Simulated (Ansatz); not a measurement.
Consider an 8-atom supercell of HgTe in the zinc blende structure (space group F-43m, No. 216; a = 6.510 Å) at its relaxed geometry.

The values are results of PBEsol (Ansatz, an electronic-structure program; PAW; 420 eV plane waves; spin-orbit coupling left out), not measurements.

One neutral defect a cell, atoms relaxed at fixed cell.

One change was made to it. Results:

The largest displacement of a host atom from its site in the perfect cell comes out as 1.43 Å; the pressure goes from zero to 0.3 GPa.

Question: Which change produced these results?
(A) Te vacancy
(B) Hg interstitial (started 2.66 Å from the nearest host atom)
(C) I on a Te site
(D) Hg vacancy

Answer: B, Hg interstitial (started 2.66 Å from the nearest host atom). For comparison, the largest displacement of a host atom from its site in the perfect cell in the other runs: Te vacancy gives 1.79 Å; Hg vacancy gives 0.08 Å; I on a Te site gives 0.18 Å.

In so small a cell the defect repeats every few ångströms: this is an ordered compound, not a dilute defect. The mesh was chosen for an insulator and is coarse for the gapless case. All final runs are without spin polarisation.
